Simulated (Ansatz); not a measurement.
Hypothetical Pm-3n AlN, pressure series

Take AlN (space group Pm-3n, No. 223; a = 5.372 Å; a hypothetical phase, not in the database extracts checked) as the base.

Cell and atoms are relaxed at each pressure.

The values are results of Ansatz (a quantum-chemistry and plane-wave program), PBE, PAW, cutoff 420 eV, no spin-orbit coupling, not measurements.

| P (GPa) | V (Å³/atom) |
|---|---|
| -2.00 | 13.094 |
| -1.00 | 13.007 |
| 0.29 | 12.899 |
| 0.69 | 12.866 |
| 3.00 | 12.685 |
| 5.00 | 12.538 |
| 7.50 | 12.364 |
| 10.00 | 12.202 |

A third-order Birch–Murnaghan fit to these points gives V₀ = 12.92 Å³/atom, B₀ = 156 GPa and B₀′ = 3.9. At pressure 10 GPa the volume is 94.4 % of V₀.

Between the base and pressure 10 GPa the gap moves from 2.64 eV to 2.76 eV, a mean slope of 13 meV/GPa.

Load acts through the strain it causes; cell and atoms are relaxed under it. Stability against distortions was not tested. Competing high-pressure phases were not computed.
